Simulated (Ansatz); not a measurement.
Surface: Si(111) 1x1 surface, 6 top atoms, 3 bilayers, bottom bilayer H-capped and fixed, every top atom capped by H; cell 11.5 x 6.6 Å; two neighbouring H replaced by SH; about 7 Å thick over the host's atoms, 18 atoms held. Calculation: PBE-D3(BJ) (plane waves to 420 eV, PAW; Ansatz, a first-principles code). Sampling: 1x2x1 k points. The slab states were run without spin polarisation. No Hubbard U. Slab thickness, cell and mesh are as stated and are not converged limits. Energies are static: no zero-point or thermal part. Each state was relaxed from one prepared geometry.

One DMZ a cell is brought to Si(111):H with two SH. Relaxed result near the molecule:

```
atom    x (Å)  y (Å)   z (Å)
------  -----  -----  ------
H(29)   3.849  6.650  11.033
H(44)   7.694  6.669  11.016
H(45)   9.611  3.358  10.999
S(46)   5.573  3.267  11.658
H(47)   4.988  4.486  11.764
Zn(a0)  7.428  4.713  13.779
C(a1)   6.202  6.214  13.741
H(a2)   5.197  5.906  14.066
H(a3)   6.535  7.019  14.411
H(a4)   6.112  6.643  12.732
C(a5)   8.684  3.255  13.980
H(a6)   9.520  3.514  14.644
H(a7)   8.173  2.377  14.402
H(a8)   9.098  2.955  13.007
```

What is the adsorption energy against the free DMZ and the slab before, and how much of it is dispersion?

-0.36 eV (negative: bound); the D3 term gives -0.35 eV of it. Its closest contacts to the rest of the cell: H(a8)...H(45) 2.11 Å, H(a4)...H(44) 2.33 Å, H(a4)...H(47) 2.62 Å.

Here DMZ is dimethylzinc.
